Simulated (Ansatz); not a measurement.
System: 1T (CdI2-type) MgI2. Method: PBE-D4 (plane waves, PAW; Ansatz, a program for electronic structure).

Settings: plane-wave cutoff 500 eV, 12×12×6 k mesh (along the axes of the cell as run), gaussian smearing 0.02 eV, scalar-relativistic PAW data made under PBE.

Cell (relaxed at this level):

MgI₂ is modelled in the trigonal space group P-3m1 (No. 164), the CdI2 type structure, Pearson symbol hP3. Conventional cell: a = b = 4.1327 Å, c = 6.8415 Å, α = β = 90.00°, γ = 120.00°. Mg on 1a sees 6 I at 2.915 Å (octahedral). I on 2d is coordinated by 3 Mg at 2.915 Å (trigonal pyramidal). (Neighbours: up to the widest gap in distance over summed covalent radii, below 1.35, at either atom; cation-cation and far metal-metal contacts left out.)

Task: Give the computed band gap.

Result: 
* **band gap**: 3.52 eV (on the SCF k mesh)

Spin–orbit coupling is not included; with these elements it can move the gap by several tenths of an eV or more.

Static lattice: no zero-point or thermal effects.
